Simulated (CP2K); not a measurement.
Band structure of Si₂Ni (Fm-3m, 3 atoms in the cell).

```
CELL_PARAMETERS angstrom
      3.79689     0.00000     0.00000
      1.89844     3.28820     0.00000
      1.89844     1.09607     3.10015
ATOMIC_POSITIONS crystal
  Si 0.25000 0.25000 0.25000
  Si 0.75000 0.75000 0.75000
  Ni 0.00000 0.00000 0.00000
```

Method of the run: PBE, GPW, DZVP-MOLOPT-SR-GTH basis, GTH-PBE potentials (GTH_POTENTIALS) in CP2K.

Settings: CUTOFF = 600 Ry; REL_CUTOFF = 60 Ry; SMEAR/METHOD = GAUSSIAN; SIGMA = 0.272 eV; KPOINTS/SCHEME = MONKHORST-PACK 9 9 9; XC_FUNCTIONAL = PBE; Si/BASIS_SET = DZVP-MOLOPT-SR-GTH-q4; Si/POTENTIAL = GTH-PBE-q4; Ni/BASIS_SET = DZVP-MOLOPT-SR-GTH-q18; Ni/POTENTIAL = GTH-PBE-q18; METHOD = GPW; EPS_DEFAULT = 1e-11; EXTRAPOLATION = USE_GUESS; NGRIDS = 5.

The starting cell comes from a database of computed structures (which also holds hypothetical and non-ambient phases and stackings), without a prior relaxation at this level. Its lattice was rescaled by a random factor within 2.5 % of one. Spin polarisation is off. Values carry the incompleteness of an atom-centred basis.

Levels in eV from the Fermi level, bands 10 to 15:
```json
[
 {"point": "Γ", "10": "-3.61", "11": "-0.25", "12": "1.76", "13": "1.76", "14": "1.76", "15": "2.24"},
 {"point": "X", "10": "-3.68", "11": "-3.68", "12": "-3.53", "13": "-3.14", "14": "-0.38", "15": "1.34"},
 {"point": "W", "10": "-3.83", "11": "-3.68", "12": "-3.23", "13": "-2.47", "14": "2.25", "15": "2.25"},
 {"point": "K", "10": "-3.89", "11": "-3.50", "12": "-2.98", "13": "-2.68", "14": "0.21", "15": "3.71"},
 {"point": "L", "10": "-3.39", "11": "-3.39", "12": "-1.57", "13": "-1.57", "14": "1.81", "15": "1.81"},
 {"point": "U", "10": "-3.89", "11": "-3.50", "12": "-2.98", "13": "-2.68", "14": "0.21", "15": "3.71"}
]
```

Bands cross the Fermi level along this path, so the cell is metallic at this level.

Higher empty bands are left out: an atom-centred basis made for the valence describes them poorly.
